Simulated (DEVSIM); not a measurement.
## abrupt Ge n-p junction

System: abrupt Ge n-p junction, at 300 K.

```tsv
layer (left to right)	material	thickness (μm)	Nd (cm⁻³)	Na (cm⁻³)	τn (s)	τp (s)
1	Ge	21.0	1.1e16	-	1.2e-5	1.2e-5
2	Ge	130	-	2.4e17	1.2e-5	1.2e-5
```

Left contact: ohmic. Right contact: ohmic. Voltage is applied to the left contact. Recombination: SRH at mid-gap, radiative. Mobility is μmin + (μ − μmin)/(1 + (N/Nref)^α).

This is a model device: material constants are rounded textbook-type values typed into the input, and sizes, dopings and lifetimes were drawn at random. Values at 300 K.

```tsv
parameter	Ge
gap (eV)	0.664
affinity (eV)	4
permittivity	16
Nc (cm⁻³)	1.04e19
Nv (cm⁻³)	6e18
μn (cm²/Vs)	3900
μp (cm²/Vs)	1900
μn,min	150
μp,min	100
Nref,n	2.6e17
Nref,p	4e17
αn	0.56
αp	0.6
B (cm³/s)	6.4e-14
```

Simulated with DEVSIM: 1D drift-diffusion, Boltzmann statistics, complete ionisation; no tunnelling, impact ionisation, image-force lowering or self-heating.

```
Item                                                Value
---------------------------------------------  ----------
Potential step across the device at zero bias     0.404 V
Largest field in the device at zero bias       34000 V/cm
Dark forward voltage at 1 A/cm²                   0.231 V
Dark forward voltage at 100 A/cm²                 0.396 V
```

Dark forward current:

(V (V), J (A/cm²)): (-0.05, -0.00081); (-0.10, -0.0064); (-0.15, -0.045); (-0.20, -0.31); (-0.25, -2.1); (-0.30, -12); (-0.35, -43); (-0.40, -110); (-0.45, -200); (-0.50, -330); (-0.55, -490); (-0.60, -700); (-0.65, -940); (-0.70, -1200); (-0.75, -1600); (-0.80, -2000); (-0.85, -2400)
